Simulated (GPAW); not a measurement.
Converging the plane-wave cutoff: Ti (P-3m1, 2 atoms in the cell)

```
CELL_PARAMETERS angstrom
      1.46762    -2.54200     0.00000
      1.46762     2.54200     0.00000
      0.00000     0.00000     4.65660
ATOMIC_POSITIONS crystal
  Ti 0.33333 0.66667 0.26074
  Ti 0.66667 0.33333 0.75000
```

Method of the run: LDA (Perdew-Wang 92), GPAW PAW datasets LDA (gpaw-data 1.0.1) (plane waves; GPAW).

Base settings: mode = pw; ecut = 850 eV; xc = LDA; kpts = 5 5 3; mesh shift (steps) = 0 0 0; occupations.name = fermi-dirac; occupations.width = 0.1 eV; nbands = -10; symmetry.symmorphic = false; symmetry.tolerance = 0.0005.

The second cell is the first with its lattice scaled by 0.98.

The mesh stays at the base's, so the ladder's end is converged at best in this setting alone.

Only quantities that move along the ladder and can be compared are tabulated.

The count of work is k-points × plane waves × bands × iterations; it is no time. 

The starting cell has typed, rounded lattice constants, without a prior relaxation at this level. Its lattice was rescaled by up to half a per cent. One atom was moved a little off its site on purpose. Spin polarisation is off. In the base run, with a pressure of about -8 GPa the cell is away from its equilibrium volume at this level. Without a gap this mesh is coarse (it stands for a supercell whose shortest vector is 14 Å).

Steps (ecut): 300 eV; 340 eV; 380 eV; 425 eV; 470 eV; 510 eV; 595 eV; 680 eV; 765 eV; 850 eV; 935 eV; 1020 eV; 1150 eV; 1275 eV; 1490 eV; 1700 eV; 2040 eV.

### Question
What is the coarsest ecut that holds the energy of the compressed cell less the first within 0.2 meV/atom of the last step, with all finer ones?

### Answer
680 eV, at 0.18 of the last step's count of work; the step before is off by 0.26 meV/atom.

### Question
What is the coarsest ecut that holds the pressure within 0.2 GPa of the last step, with all finer ones?

### Answer
935 eV, at 0.30 of the last step's count of work; the step before is off by 0.29 GPa.

### Question
What is the coarsest ecut that holds the free energy within 5 meV/atom of the last step, with all finer ones?

### Answer
850 eV, at 0.29 of the last step's count of work; the step before is off by 10 meV/atom.

```tsv
ecut	free energy less the last step's (meV/atom)	energy of the compressed cell less the first (meV/atom)	pressure (GPa)	largest difference of a force vector from the last step's (eV/Å)	count of work / last
300 eV	303.26	-28.48	-13.05	0.007	0.057
340 eV	194.46	-30.01	-12.92	0.002	0.099
380 eV	116.49	-28.88	-10.92	0.003	0.10
425 eV	80.12	-29.29	-8.92	0.001	0.11
470 eV	66.09	-28.58	-8.21	0.009	0.12
510 eV	59.70	-29.04	-8.18	0.006	0.12
595 eV	42.44	-29.26	-8.66	0.000	0.17
680 eV	23.28	-29.08	-8.57	0.004	0.18
765 eV	10.26	-29.05	-8.22	0.004	0.22
850 eV	4.06	-29.08	-7.99	0.003	0.29
935 eV	1.45	-28.98	-7.85	0.004	0.30
1020 eV	0.47	-28.99	-7.81	0.009	0.31
1150 eV	0.08	-29.00	-7.76	0.006	0.40
1275 eV	0.01	-29.00	-7.75	0.005	0.49
1490 eV	0.00	-29.00	-7.76	0.002	0.59
1700 eV	0.00	-29.00	-7.75	0.003	0.85
2040 eV	0.00	-29.00	-7.70	0.000	1.0
```

The energy difference between the two cells stays within 1 meV/atom of the last step's from 380 eV on, the total only from 1020 eV on: much of the error is common to both cells and cancels.

At the lowest cutoff the pressure lies 5.4 GPa under the last step's, the usual sign of Pulay stress in an incomplete plane-wave basis.
